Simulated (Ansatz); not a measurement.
## How far PBE and PBEsol part for VO2, pressure 9 GPa

Base system: VO₂ in the rutile structure (space group P4_2/mnm, No. 136; a = 4.5841 Å, c = 2.8389 Å; ferromagnetic).

(Cell as relaxed with PBE.)

Levels (all Ansatz, a first-principles code, PAW, earlier PAW set): PBE (420 eV, no spin-orbit coupling); PBEsol (420 eV, scalar-relativistic without spin-orbit coupling).

Each level relaxes its own structure.

```json
[
 {"base": "volume per atom", "PBE": "9.94 Å³", "PBEsol": "9.62 Å³"},
 {"base": "lattice parameter a", "PBE": "4.584 Å", "PBEsol": "4.537 Å"},
 {"base": "band gap", "PBE": "zero", "PBEsol": "zero"},
 {"base": "largest site moment", "PBE": "0.83 μB", "PBEsol": "0.79 μB"}
]
```

One thing is altered: a hydrostatic pressure of 9 GPa.

```json
[
 {"quantity": "largest site moment", "PBE": "0.81 μB", "PBEsol": "0.75 μB"},
 {"quantity": "c/a ratio", "PBE": "0.621", "PBEsol": "0.618"},
 {"quantity": "lattice parameter a", "PBE": "4.525 Å", "PBEsol": "4.487 Å"}
]
```

PBE's largest site moment lies 0.06 μB above PBEsol's; PBE's c/a ratio lies 0.003 above PBEsol's; PBE's lattice parameter a lies 0.038 Å above PBEsol's (0.8 %). Neither level is exact; PBEsol is the comparison here, not a measurement.

Other magnetic orders, which the real material may have, were not ruled out. Load acts through the strain it causes; cell and atoms are relaxed under it. Stability against distortions was not tested. No other phases were tried under pressure. No Hubbard U is applied, and correlation can decide whether such a compound is a metal. The base started in Pnnm and relaxed to P4_2/mnm at this level.
